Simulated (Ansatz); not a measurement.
BeSe, response to strain

The reference is BeSe in the zinc blende structure (space group F-43m, No. 216; a = 5.1777 Å).

Strains are applied to the cell and any free atomic positions relax.

Computed with Ansatz (an electronic-structure program) PBE, scalar-relativistic without spin-orbit coupling, earlier PAW set.

Notes on the quantities. energy relative to the base: free energy F.

| isotropic strain (%) | energy relative to the base (meV/atom) |
|---|---|
| -1.99 | 15.4 |
| -0.91 | ? |
| 0 | 0.0 |
| 0.61 | 1.3 |
| 5.35 | 90.1 |

Q: Fit ΔE = Aε² + Bε³ (ε in %) to the rows shown and predict the withheld row.

A: Least squares on the printed values gives A = 3.69 and B = -0.10 meV/atom (largest residual 0.0 meV/atom); this predicts 3.1 meV/atom, and the run gives 3.1 meV/atom, in agreement.

Whether these cells are dynamically stable was not tested.
